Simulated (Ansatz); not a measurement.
# Pressure series in hypothetical diamond V

Base system: V in the diamond structure (space group Fd-3m, No. 227; a = 5.3624 Å; ferromagnetic; a hypothetical phase, not in the database extracts checked).

Cell and atoms are relaxed at each pressure.

The values are results of PBEsol (Ansatz, a first-principles code; PAW; 420 eV plane waves; spin-orbit coupling left out), not measurements.

```json
[
 {"pressure (GPa)": "-2", "volume per atom (Å³/atom)": "19.925"},
 {"pressure (GPa)": "-1", "volume per atom (Å³/atom)": "19.587"},
 {"pressure (GPa)": "0", "volume per atom (Å³/atom)": "19.275"},
 {"pressure (GPa)": "0.3", "volume per atom (Å³/atom)": "19.184"},
 {"pressure (GPa)": "0.7", "volume per atom (Å³/atom)": "19.065"},
 {"pressure (GPa)": "1.5", "volume per atom (Å³/atom)": "18.835"},
 {"pressure (GPa)": "3", "volume per atom (Å³/atom)": "?"},
 {"pressure (GPa)": "5", "volume per atom (Å³/atom)": "17.864"}
]
```

Q: Fit the third-order Birch–Murnaghan form P(V) = (3B₀/2)[(V₀/V)^(7/3) − (V₀/V)^(5/3)]·[1 + (3/4)(B₀′ − 4)((V₀/V)^(2/3) − 1)] (squares taken in P) to the rows shown and predict the withheld row.

A: Least squares on the printed values gives V₀ = 19.278 Å³/atom, B₀ = 62.6 GPa, B₀′ = 1.5; this predicts 18.403 Å³/atom, and the run gives 18.422 Å³/atom, 0.019 higher.

Other magnetic orders, which the real material may have, were not ruled out. Load acts through the strain it causes; cell and atoms are relaxed under it. Whether these cells are dynamically stable was not tested. No other phases were tried under pressure.
